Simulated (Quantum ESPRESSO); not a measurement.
**Effort and miss along a sweep of ecutwfc: C (Fd-3m, 2 atoms in the cell)**

```yaml
crystal:
  lattice:
    - [-1.75865, 0.00000, 1.75865]
    - [0.00000, 1.75865, 1.75865]
    - [-1.75865, 1.75865, 0.00000]
  atoms:
    - { symbol: C, position: [0.50000, 0.50000, 0.50000] }
    - { symbol: C, position: [0.75000, 0.75000, 0.75000] }
```

Level of theory: PBE, SSSP 1.1.2 efficiency (PBE) pseudopotentials (plane waves; Quantum ESPRESSO).

Base settings: ecutwfc = 45 Ry; ecutrho = 360 Ry; occupations = fixed; potentials = {C: C.pbe-n-kjpaw_psl.1.0.0.UPF}; K_POINTS = automatic 16 16 16 0 0 0; nbnd = 10; conv_thr = 1e-10 Ry.

Misses are taken against the tightest run, 90 Ry (ecutrho: 360 Ry → 720 Ry), which need not be fully converged itself. The energy is the free energy per atom.

The count of work is k-points × plane waves × bands × iterations; it is no time, and leaves out set-up, grids and terms that scale otherwise. 

The starting cell comes from a database of computed structures (which also holds hypothetical and non-ambient phases and stackings), without a prior relaxation at this level. Its lattice was rescaled by a random factor within 2.5 % of one. In the base run, with a pressure of about 22 GPa the cell is away from its equilibrium volume at this level.

The runs (ecutwfc): 18 Ry (ecutrho: 360 Ry → 144 Ry) | 22 Ry (ecutrho: 360 Ry → 176 Ry) | 27 Ry (ecutrho: 360 Ry → 216 Ry) | 31 Ry (ecutrho: 360 Ry → 248 Ry) | 36 Ry (ecutrho: 360 Ry → 288 Ry) | 40 Ry (ecutrho: 360 Ry → 320 Ry) | 45 Ry | 52 Ry (ecutrho: 360 Ry → 416 Ry) | 58 Ry (ecutrho: 360 Ry → 464 Ry) | 68 Ry (ecutrho: 360 Ry → 544 Ry) | 79 Ry (ecutrho: 360 Ry → 632 Ry) | 90 Ry (ecutrho: 360 Ry → 720 Ry).

Which is the coarsest setting among those run that, with all tighter ones, holds the energy within 10 meV/atom of the reference, and what does it save?

45 Ry, off by 7.6 meV/atom; it needs 0.31 of the reference's count of work.

Which is the coarsest setting among those run that, with all tighter ones, holds the energy within 2 meV/atom of the reference, and what does it save?

68 Ry (ecutrho: 360 Ry → 544 Ry), off by 1.5 meV/atom; its saving against the reference is no more than about a factor of 2 in the count of work.

For at most 0.2 times the reference's count of work, which run misses the energy least?

31 Ry (ecutrho: 360 Ry → 248 Ry), with a miss of 100 meV/atom at a count of 0.18.

What does the step from 18 Ry (ecutrho: 360 Ry → 144 Ry) to 40 Ry (ecutrho: 360 Ry → 320 Ry) buy?

It takes the miss in the energy from 1400 to 11 meV/atom, for 2.9 times the count of work.

| ecutwfc | energy less reference (meV/atom) | pressure less reference (GPa) | gap on the mesh less reference (eV) | count of work / reference |
|---|---|---|---|---|
| 18 Ry (ecutrho: 360 Ry → 144 Ry) | 1366.41 | -77.51 | -0.161 | 0.090 |
| 22 Ry (ecutrho: 360 Ry → 176 Ry) | 560.44 | -44.40 | -0.135 | 0.11 |
| 27 Ry (ecutrho: 360 Ry → 216 Ry) | 226.67 | -23.99 | -0.041 | 0.15 |
| 31 Ry (ecutrho: 360 Ry → 248 Ry) | 100.04 | -13.23 | -0.079 | 0.18 |
| 36 Ry (ecutrho: 360 Ry → 288 Ry) | 26.60 | -4.19 | -0.006 | 0.23 |
| 40 Ry (ecutrho: 360 Ry → 320 Ry) | 11.20 | -1.20 | 0.001 | 0.27 |
| 45 Ry | 7.58 | -0.25 | 0.000 | 0.31 |
| 52 Ry (ecutrho: 360 Ry → 416 Ry) | 6.38 | -0.28 | 0.000 | 0.39 |
| 58 Ry (ecutrho: 360 Ry → 464 Ry) | 4.49 | -0.38 | -0.001 | 0.45 |
| 68 Ry (ecutrho: 360 Ry → 544 Ry) | 1.48 | -0.23 | 0.000 | 0.68 |
| 79 Ry (ecutrho: 360 Ry → 632 Ry) | 0.27 | -0.04 | 0.000 | 0.83 |
| 90 Ry (ecutrho: 360 Ry → 720 Ry) | 0.00 | 0.00 | 0.000 | 1.0 |
